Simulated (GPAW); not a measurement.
# Equation of state of zinc-blende AlN (space group 216): energy against volume (GPAW, PBEsol)

```
AlN
1.0
    0.00000     2.12641     2.12641
    2.12641     0.00000     2.12641
    2.12641     2.12641     0.00000
Al N
1 1
Direct
  0.00000   0.00000   0.00000
  0.75000   0.75000   0.75000
```

Computed with PBEsol, GPAW PAW datasets PBEsol (made by gpaw-setup) (plane waves; GPAW). Settings: mode = pw; ecut = 1040 eV; xc = PBEsol; kpts = 13 13 13; mesh shift (steps) = 0 0 0; occupations.name = fermi-dirac; occupations.width = 0.01 eV; nbands = -4; convergence.forces = 0.001 eV/Å; convergence.bands = -2; symmetry.symmorphic = false; symmetry.tolerance = 0.0005; maxiter = 150. The cell above is the first row's. The rows scale it uniformly. In all rows fractional positions and the k mesh are held. E is the free energy at the stated smearing, counted from the lowest row.

| V (Å^3/atom) | E (meV/atom) |
|---|---|
| 9.615 | 61.85 |
| 9.824 | 36.06 |
| 10.033 | 17.64 |
| 10.242 | 5.90 |
| 10.451 | 0.21 |
| 10.660 | 0.00 |
| 10.869 | 4.76 |
| 11.078 | 14.02 |
| 11.287 | ? |

Taking the third-order Birch-Murnaghan form, a cubic in V^(-2/3) for E over the 8 complete rows: With u = V^(-2/3) - 0.211, the rows have u = 0.010157, 0.007009, 0.003971, 0.001036, -0.001800, -0.004544, -0.007199, -0.009770. Least squares gives E = 3.178 + 2270.65·u + 345605·u² - 41506·u³. Residuals (row less fit): -0.002, 0.003, -0.002, -0.001, -0.001, 0.000, 0.002, -0.001; standard error 0.002 (degrees of freedom: 4). Its minimum lies at u = -0.003283, so V0 = (0.207717)^(-3/2) = 10.56. There d²E/du² = 692000 and d³E/du³ = -249000, so B0 = (4/9) × 10.56^(-7/3) × 692000 × 0.160218 = 201 GPa (the last factor turns the table's units into GPa), and B0' = 4 + (2/3) × 0.207717 × (-249000)/692000 = 4.0. The program's pressures in the fitted runs (not shown) pass through zero at V = 10.56, 0.02 % from this V0.

Question: Predict the withheld E at V = 11.287 from the fit, and compare with the calculation.

Answer: u = -0.012262, so E = 3.178 + 2270.65 × (-0.012262) + 345605 × (-0.012262)² - 41506 × (-0.012262)³ = 27.376 meV/atom. The calculation gives 27.38 meV/atom, which the fit meets to the printed digits. The row lies outside the fitted rows, so this is an extrapolation. From the scatter of the fitted rows alone, a prediction at this place has a standard error of 0.006 meV/atom, so the miss is 0.7 times that.

Carrying the step between the two nearest rows on in a straight line would have given 23.28, off by 4.10; series whose last step already gives the withheld value aren't shown. The scan was laid around a cell of about the measured size, scaled by a guess for this functional. This is a metastable polymorph. The runs keep the symmetry of the cell, so they don't test it for distortions. Cutoffs and mesh are single choices, not tested for convergence of this quantity. Series with a scatter that would blur these digits, or in which a gap closes, are not shown. Nor are scans whose minimum lies at an end fitted in this form.
